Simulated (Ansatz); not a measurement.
The reference is Ru in the hcp (Mg type) structure (space group P6_3/mmc, No. 194; a = 2.692 Å, c = 4.246 Å).

Method: PBEsol/PAW in Ansatz (a first-principles code), scalar-relativistic without spin-orbit coupling.

One change was made to it. Results:

```tsv
quantity	base	after
band gap	zero	zero
density	12.60 g/cm³	13.55 g/cm³
```

Task: Which of these changes matches the shifts?
A) pressure 30 GPa
B) pressure 75 GPa
C) pressure 100 GPa
D) pressure −2 GPa

Result: A, pressure 30 GPa. For comparison, the density in the other runs: pressure −2 GPa gives 12.52 g/cm³; pressure 100 GPa gives 15.17 g/cm³; pressure 75 GPa gives 14.66 g/cm³.

Load acts through the strain it causes; cell and atoms are relaxed under it. No phonon test of stability was made. No other phases were tried under pressure. The final runs are not spin-polarised.
